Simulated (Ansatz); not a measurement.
Take InSb in the zinc blende structure (space group F-43m, No. 216; a = 6.5559 Å) as the base. Axes: x, y, z lie along the cube axes.

Computed with Ansatz (a program for electronic structure), r2SCAN, PAW, cutoff 500 eV, spin-orbit coupling left out.

Strains are applied to the cell and any free atomic positions relax; under biaxial strain the out-of-plane vector relaxes too.

One change was made to it. Results:

```json
[
 {"quantity": "energy relative to the base (free energy F)", "base": "0 meV/atom", "after": "+2.7 meV/atom"},
 {"quantity": "pressure (mean of the normal stresses, compression positive)", "base": "0.0 GPa", "after": "0.0 GPa"},
 {"quantity": "shortest interatomic distance", "base": "2.839 Å", "after": "2.829 Å"}
]
```

### Question
What was done to the base?
A. tensor shear ε_xz = +1.45 %
B. biaxial strain −0.78 %, plane normal [001], relaxed out of plane
C. uniaxial strain ε_yy = +1.10 %

### Answer
A, tensor shear ε_xz = +1.45 %. For comparison, the energy relative to the base in the other runs: uniaxial strain ε_yy = +1.10 % gives +0.8 meV/atom; biaxial strain −0.78 %, plane normal [001], relaxed out of plane gives +0.9 meV/atom.

Stability against distortions was not tested. All final runs are without spin polarisation.
